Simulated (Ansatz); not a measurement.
Start from ZrC in the rock salt structure (space group Fm-3m, No. 225; relaxed with 0.1 eV smearing).

```xyz
2
Lattice="0.0000 2.3345 2.3345 2.3345 0.0000 2.3345 2.3345 2.3345 0.0000" Properties=species:S:1:pos:R:3 pbc="T T T"
Zr     0.0000     0.0000     0.0000
C      2.3345     2.3345     2.3345
```

Cartesian axes are those of the cell as printed.

Level of theory: PBEsol (Ansatz, a first-principles code; PAW; 420 eV plane waves; spin-orbit coupling left out).

Strains are applied to the cell and any free atomic positions relax.

One change was made to it. Results:

The energy goes up by 1.8 meV/atom; the band gap is still zero; the pressure (mean of the normal stresses, compression positive) is still 0.0 GPa.

### Question
Which of these changes matches the shifts?
A) tensor shear ε_xy = +1.71 %
B) tensor shear ε_xy = +0.29 %
C) tensor shear ε_xy = +0.86 %
D) tensor shear ε_xy = +1.43 %
E) tensor shear ε_xy = +1.14 %

### Answer
C, tensor shear ε_xy = +0.86 %. For comparison, the energy relative to the base in the other runs: tensor shear ε_xy = +1.43 % gives +5.1 meV/atom; tensor shear ε_xy = +1.14 % gives +3.2 meV/atom; tensor shear ε_xy = +1.71 % gives +7.2 meV/atom; tensor shear ε_xy = +0.29 % gives +0.2 meV/atom.

Whether these cells are dynamically stable was not tested. All final runs are without spin polarisation.
